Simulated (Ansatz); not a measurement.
## Al, point defects

Consider a 27-atom supercell of Al in the fcc (Cu type) structure (space group Fm-3m, No. 225; a = 4.014 Å) at its relaxed geometry.

One neutral defect a cell, atoms relaxed at fixed cell.

Method: PBEsol in Ansatz (plane waves to 420 eV, PAW, no spin-orbit coupling), earlier PAW set.

```tsv
change	largest displacement of a host atom from its site in the perfect cell	pressure
perfect supercell	–	0.0 GPa
Li interstitial (started 1.74 Å from the nearest host atom)	0.25 Å	4.0 GPa
Be on a Al site	(withheld)	(withheld)
Mg on a Al site	(withheld)	(withheld)
```

Task: Complete the table.

Result: 
- Be on a Al site, largest displacement of a host atom from its site in the perfect cell: 0.04 Å
- Be on a Al site, pressure: -1.3 GPa
- Mg on a Al site, largest displacement of a host atom from its site in the perfect cell: 0.02 Å
- Mg on a Al site, pressure: 0.9 GPa

In so small a cell the defect repeats every few ångströms: this is an ordered compound, not a dilute defect.

Ansatz is a first-principles code.
